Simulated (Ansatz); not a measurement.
How the volume per atom of SiRh (model structure, started from the NiAs type, P6₃/mmc, No. 194, 4 atoms in the cell) moves with the method

No measured value is used here.

```csv
level (code),value (Å³/atom)
PBE (Ansatz),___
PBEsol (Ansatz),14.43
PBE-D3(BJ) (Ansatz),14.43
```

Some entries are withheld; supply them.


- PBE (Ansatz, a program for electronic structure), value (Å³/atom): 14.87

Ansatz's density-functional and Hartree–Fock values are scalar-relativistic unless marked +SOC, with PAW data made under PBE.

A model structure was made by putting elements into a prototype or built by hand; it is no filed structure, need not be a known phase, and can be a saddle point held by its symmetry.
